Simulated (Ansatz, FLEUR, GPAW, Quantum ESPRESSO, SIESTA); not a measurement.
**Code comparison for ZrNbCN (R3m, 4 atoms in the cell)**

Self-consistent single point, at a second geometry (lattice scaled by 0.98). First geometry:

```
ZrNbCN
1.0
    1.60271     0.92533     5.26529
   -1.60271     0.92533     5.26529
    0.00000    -1.85065     5.26529
Zr Nb C N
1 1 1 1
Direct
  0.25235   0.25235   0.25235
  0.74678   0.74678   0.74678
  0.00328   0.00328   0.00328
  0.49759   0.49759   0.49759
```

Shared settings, as Ansatz (a quantum-chemistry and plane-wave program) writes them: kpoints.mp_grid.grid = 11 11 11; scf.occupations.method = fermi_dirac; scf.occupations.width = 0.1 eV. Potentials and cutoffs stand in the table.

```
code                                                                                                                                 model  ΔF from the first geometry (meV/atom)  pressure (GPa)  largest force (eV/Å)           cutoff
----------------  ------------------------------------------------------------------------------------------------------------------------  -------------------------------------  --------------  --------------------  ---------------
Quantum ESPRESSO                                                                       LDA (PZ), GBRV 1.5 ultrasoft (LDA) pseudopotentials                                   -7.2            7.48                 0.538            40 Ry
Ansatz                                                                                                 LDA (PW92), PAW files made with PBE                                   -7.3            7.42                 0.545          default
SIESTA            LDA PW92, numerical atomic orbitals DZP, PseudoDojo LDA standard norm-conserving potentials (rewritten from UPF to PSML)                                    2.5           10.52                 0.522      grid 400 Ry
FLEUR                                                     LDA (Vosko-Wilk-Nusair), all-electron FLAPW (FLEUR), scalar-relativistic valence                                   -7.0               –                 0.548  Kmax 4.4 1/bohr
GPAW                                                                         LDA (Perdew-Wang 92), GPAW PAW datasets LDA (gpaw-data 1.0.1)                                  -17.2               –                 0.510           900 eV
```

Size of the force on each atom (eV/Å): Sizes of forces hide their directions.

```
code                Zr1    Nb2     C3     N4
----------------  -----  -----  -----  -----
Quantum ESPRESSO  0.415  0.538  0.009  0.114
Ansatz            0.422  0.545  0.008  0.116
SIESTA            0.412  0.522  0.063  0.043
FLEUR             0.424  0.548  0.009  0.114
GPAW              0.403  0.510  0.005  0.112
```

A dash marks a value that a program does not give, or that is left out as unsure.

On Ansatz's run: spin polarisation is off.

The spread over the programs that give each value: ΔF from the first geometry within 19.7 meV/atom; pressure within 3.10 GPa; largest force within 0.038 eV/Å.

SIESTA uses small atom-centred bases, whose incompleteness enters pressures, forces and empty levels differently from a plane-wave cutoff. FLEUR treats all electrons, but the usual bases taken here (sphere radii, linearisation, local orbitals, empty states) were not tested for convergence, so the values are no reference for the others. Ansatz's pressure is given at a fixed set of plane waves, as the other plane-wave codes print theirs; with its correction for the finite basis it is 7.67 GPa (the shift of 0.25 GPa shows how far the cutoff is from converged). The pressure of GPAW is left out: its cutoff lies under the one at which its stress was checked. The same LDA comes in different parametrisations, which differ slightly. In the pressure, SIESTA (by 3.08) lies more than 1 GPa from the median of the plane-wave programs.

The starting cell comes from a database of computed structures (which also holds hypothetical and non-ambient phases and stackings), without a prior relaxation at this level. Its lattice was rescaled by a random factor within 2.5 % of one. For this run, on top of that: lattice scaled by 0.98.

Left out of this page: ABINIT (failed or unconverged).

Keys are those of Ansatz 0.2.
